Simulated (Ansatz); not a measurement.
## What isotropic strain −5.47 % does to SnO2

The reference is SnO2 in the rutile structure (space group P4_2/mnm, No. 136; a = 4.760 Å, c = 3.201 Å).

The change: the cell is scaled by 0.9453 in all directions, atoms relaxed at fixed cell.

Level of theory: Ansatz (a program for electronic structure) r2SCAN, no spin-orbit coupling. Γ-centred 7×7×10 mesh, Fermi–Dirac width 0.05 eV.

```json
[
 {"quantity": "volume per atom", "base": "12.09 Å³", "changed": "10.21 Å³", "shift": "-1.88 Å³"},
 {"quantity": "space group", "base": "P4_2/mnm (No. 136)", "changed": "P4_2/mnm (No. 136)", "shift": "–"},
 {"quantity": "shortest interatomic distance", "base": "2.059 Å", "changed": "1.928 Å", "shift": "-0.131 Å"},
 {"quantity": "energy relative to the base (free energy F)", "base": "0 meV/atom", "changed": "+0.265 eV/atom", "shift": "+0.265 eV/atom"},
 {"quantity": "pressure (mean of the normal stresses, compression positive)", "base": "0.00 GPa", "changed": "53.11 GPa", "shift": "+53.100 GPa"},
 {"quantity": "band gap", "base": "1.77 eV", "changed": "3.93 eV", "shift": "+2.16 eV"},
 {"quantity": "gap character", "base": "direct at Γ", "changed": "direct at Γ", "shift": "–"},
 {"quantity": "electron mass", "base": "0.19 mₑ along c, 0.22 mₑ across (at Γ)", "changed": "0.27 mₑ along c, 0.32 mₑ across (at Γ)", "shift": "–"},
 {"quantity": "valence-band top at Γ (three highest levels, from the VBM)", "base": "0.00, -0.77, -0.77 eV", "changed": "0.00, -0.94, -0.94 eV", "shift": "–"},
 {"quantity": "largest internal atomic displacement", "base": "–", "changed": "0.018 Å", "shift": "–"}
]
```

Final structure:

```yaml
crystal:
  lattice:
    - [4.49954, 0.00000, 0.00000]
    - [0.00000, 4.49954, 0.00000]
    - [0.00000, 0.00000, 3.02567]
  atoms:
    - { symbol: Sn, position: [0.50000, 0.50000, 0.50000] }
    - { symbol: Sn, position: [0.00000, 0.00000, 0.00000] }
    - { symbol: O, position: [0.30300, 0.30300, 0.00000] }
    - { symbol: O, position: [0.69700, 0.69700, 0.00000] }
    - { symbol: O, position: [0.80300, 0.19700, 0.50000] }
    - { symbol: O, position: [0.19700, 0.80300, 0.50000] }
```

Cost of the whole job for the changed cell (relaxation, final SCF and bands): very roughly 120 core-seconds.

Masses are band curvatures over ±0.01 Å⁻¹ around the edge. Whether these cells are dynamically stable was not tested. The base started in Pnnm and relaxed to P4_2/mnm at this level.
